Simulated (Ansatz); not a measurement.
Amorphous Si24O24C12N12, 72 atoms at 2.36 g/cm³, one PBE-relaxed geometry, zone centre. Methods: PBE, scalar-relativistic without spin-orbit coupling (Ansatz, a quantum-chemistry and plane-wave program); r2SCAN, scalar-relativistic without spin-orbit coupling (Ansatz); HSE06, scalar-relativistic without spin-orbit coupling (Ansatz). Plane waves to 420 eV (r2SCAN 500 eV); exact exchange is cut at the cell's faces. The higher rungs were started with moments on some atoms, which died out.

Preparation: random packing, a CHGNet melt and quench, and a DFT relaxation. O and N atoms were pushed apart under 1.9 Å during the dynamics, to hinder bonds among them. The hot cell started wider than the set density and was brought back towards it in steps. It is the lowest in DFT energy of 2 quenches. It is a model cell: composition and starting density were chosen by hand, and all elements were melted together. No dispersion term was used. Its density started from a set value of 2.35 and ended at 2.36 g/cm³. The quench (nominally 470 K/ps over its main leg) was far faster than any real one, so the model tends to hold more defects than a real film. Values belong to this one cell and scatter from quench to quench. Volume and shape were free in the relaxation. On a 2×2×2 Γ-centred mesh force components of up to 0.16 eV/Å stay, since the relaxation ran on the zone centre alone.

The relaxation ran on the zone centre alone. At PBE the gap is 0.87 eV on a 2×2×2 Γ-centred mesh, and the spacing at the zone centre alone 0.91 eV.

What zone-centre spacing does r2SCAN give, roughly?

1.06 eV (+0.15 eV against PBE).

What zone-centre spacing does HSE06 give, roughly?

1.79 eV (+0.88 eV against PBE).

The highest filled and the lowest empty state spread over these numbers of atoms (participation numbers): PBE: 6.5 and 9.9; r2SCAN: 6.2 and 8.8; HSE06: 4.9 and 8.1.
